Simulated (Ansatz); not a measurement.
Partial pair distribution functions of a relaxed model of amorphous Si₁₈Ba₆O₄₂, broadened by 0.06 Å; density 3.09 g/cm³. These are PBE, scalar-relativistic without spin-orbit coupling (plane waves to 420 eV, PAW; Ansatz, a program for electronic structure) values and carry that method's errors.

The cell was made by melting and quenching with the CHGNet potential and then relaxed with DFT. O atoms were pushed apart under 1.9 Å during the dynamics, to hinder bonds among them. The hot cell started wider than the set density and was brought back towards it in steps. It is the lowest in DFT energy of 2 quenches. It is a model cell: composition and starting density were chosen by hand, and all elements were melted together. No dispersion term was used. Its density started from a set value of 3.25 and ended at 3.09 g/cm³. The simulated quench (nominally 240 K/ps over its main leg) is rapid and tends to freeze in more defects than a deposited or slowly cooled glass has. Values belong to this one cell and scatter from quench to quench. Volume and shape were free in the relaxation.

```csv
r (Å),g Si-O,g Ba-O,g Si-Si,g O-O
1.35,0.00,0.00,0.00,0.00
1.45,0.47,0.00,0.00,0.00
1.55,7.98,0.00,0.00,0.00
1.65,17.57,0.00,0.00,0.00
1.75,4.28,0.00,0.00,0.00
1.85,0.10,0.00,0.00,0.00
1.95,0.00,0.00,0.00,0.00
2.05,0.00,0.00,0.00,0.00
2.15,0.00,0.00,0.00,0.00
2.25,0.00,0.03,0.00,0.00
2.35,0.00,0.35,0.00,0.00
2.45,0.00,0.97,0.00,0.23
2.55,0.00,2.66,0.00,2.63
2.65,0.00,3.58,0.00,6.77
2.75,0.00,2.50,0.06,4.31
2.85,0.00,1.34,1.08,0.99
2.95,0.02,0.47,3.93,0.19
3.05,0.08,0.27,5.26,0.21
3.15,0.12,1.35,4.29,0.39
3.25,0.57,1.69,2.04,0.59
3.35,1.02,1.49,0.17,0.55
3.45,1.33,1.04,0.00,0.54
3.55,1.35,0.97,0.00,0.78
3.65,0.91,0.60,0.00,0.91
3.75,1.39,0.70,0.01,0.84
3.85,1.69,0.84,0.20,0.67
3.95,1.58,0.74,0.40,0.60
4.05,1.24,0.86,0.18,0.43
4.15,1.79,1.20,0.32,0.61
4.25,1.99,1.08,0.48,0.80
4.35,1.21,0.82,0.98,0.85
4.45,0.74,1.22,1.16,0.87
4.55,0.58,0.97,0.77,1.06
4.65,0.52,0.60,1.06,1.12
4.75,0.62,0.89,1.19,1.15
4.85,0.53,1.22,0.89,1.49
4.95,0.52,1.30,0.75,1.66
```

Within 1.92 Å each Si has 4.00 O neighbours on average.
